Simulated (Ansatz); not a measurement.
Consider MoSi2 (space group I4/mmm, No. 139; a = 3.174 Å, c = 7.779 Å; relaxed with 0.1 eV smearing).

Structures relaxed with Ansatz (a first-principles code), LDA, PAW, cutoff 420 eV, spin-orbit coupling left out.

Base:

Simulated powder pattern, Mo Kα, λ = 0.71073 Å (kinematic, ideal powder, no thermal factors, no anomalous dispersion; the 14 strongest lines at most, above 2 %, up to 2θ = 40°):

```csv
2θ (°),I/Imax (%),hkl
10.48,28,(002)
13.89,55,(101)
18.22,69,(110)
20.39,100,(103)
21.07,23,(112)
25.88,25,(200)
27.99,16,(202)
29.48,20,(105)
31.82,6.6,(006)
33.17,46,(213)
33.60,4.1,(204)
36.91,24,(220)
38.49,2.9,(222)
39.62,11,(215)
```

Modification: the cell is scaled by 1.0300 in all directions; the atoms relax in the strained cell.

After the change:

Simulated powder pattern, Mo Kα, λ = 0.71073 Å (kinematic, ideal powder, no thermal factors, no anomalous dispersion; the 14 strongest lines at most, above 2 %, up to 2θ = 40°):

```
2θ (°)  d (Å)  I/Imax (%)    hkl
------  -----  ----------  -----
10.18   4.006          29  (002)
13.48   3.027          54  (101)
17.69   2.312          69  (110)
19.79   2.068         100  (103)
20.45   2.002          24  (112)
25.11   1.635          25  (200)
27.16   1.514          16  (202)
28.60   1.439          21  (105)
30.87   1.335         6.6  (006)
32.17   1.282          47  (213)
32.59   1.266         3.9  (204)
35.80   1.156          25  (220)
37.32   1.111         3.1  (222)
38.42   1.080          11  (215)
```

The indices refer to the base's conventional cell; one index is shown for lines that coincide.

Stability against distortions was not tested. The final runs are not spin-polarised.
